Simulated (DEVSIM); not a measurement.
Structure: Al/Si3N4/p-Si capacitor, at 400 K.

```csv
layer (left to right),material,thickness (nm),Na (cm⁻³)
1,Si3N4,1.10,-
2,Si,4100,2e16
```

Metal gate on the left, work function 4.1 eV. Fixed charge at the semiconductor interface 0 cm⁻² (in units of +e); no interface traps.

Constants are typed, rounded textbook-type inputs, not results; the design itself was drawn at random and stands for no fabricated device. Values at 300 K; Nc and Nv go as T^1.5, mobilities as T to minus their exponent, the gap by Varshni's rule with the affinity fixed.

```
parameter         Si3N4        Si
----------------  -----  --------
gap (eV)            5.1     1.124
affinity (eV)       2.1      4.05
permittivity        7.5      11.7
Nc (cm⁻³)             -   2.86e19
Nv (cm⁻³)             -    3.1e19
Varshni α (eV/K)      -  0.000473
Varshni β (K)         -       636
```

DEVSIM, 1D Poisson equation in equilibrium, Boltzmann statistics, complete ionisation; no quantum confinement or tunnelling. Metal contacts follow the ideal Schottky-Mott rule: no Fermi-level pinning, no interface dipoles.

Question: Tabulate band edges, carrier densities and field at -0.4 V on the gate.

Answer: Energies count from the Fermi level of the right contact; mesh points crowd at the junctions.

```tsv
x (μm)	Ec (eV)	Ev (eV)	n (cm⁻³)	p (cm⁻³)	field (V/cm)
0.000	2.400	-2.700	< 1e2	< 1e2	71000
0.0005683	2.404	-2.696	< 1e2	< 1e2	71000
0.001181	0.458	-0.638	7.4e13	4.3e11	46000
0.002469	0.464	-0.632	6.3e13	5.1e11	45000
0.006473	0.482	-0.615	3.7e13	8.6e11	44000
0.01325	0.511	-0.586	1.6e13	2.0e12	42000
0.02705	0.566	-0.531	3.3e12	9.8e12	38000
0.06996	0.699	-0.398	7.0e10	4.6e14	24000
0.1426	0.804	-0.292	3.3e9	9.9e15	6500
0.2905	0.828	-0.268	1.6e9	2.0e16	98
0.5918	0.828	-0.268	1.6e9	2.0e16	≈ 0
1.478	0.828	-0.268	1.6e9	2.0e16	≈ 0
2.689	0.828	-0.268	1.6e9	2.0e16	≈ 0
3.409	0.828	-0.268	1.6e9	2.0e16	≈ 0
3.834	0.828	-0.268	1.6e9	2.0e16	≈ 0
3.970	0.828	-0.268	1.6e9	2.0e16	≈ 0
4.037	0.828	-0.268	1.6e9	2.0e16	≈ 0
4.071	0.828	-0.268	1.6e9	2.0e16	≈ 0
4.090	0.828	-0.268	1.6e9	2.0e16	≈ 0
4.096	0.828	-0.268	1.6e9	2.0e16	≈ 0
4.099	0.828	-0.268	1.6e9	2.0e16	≈ 0
4.101	0.828	-0.268	1.6e9	2.0e16	≈ 0
```
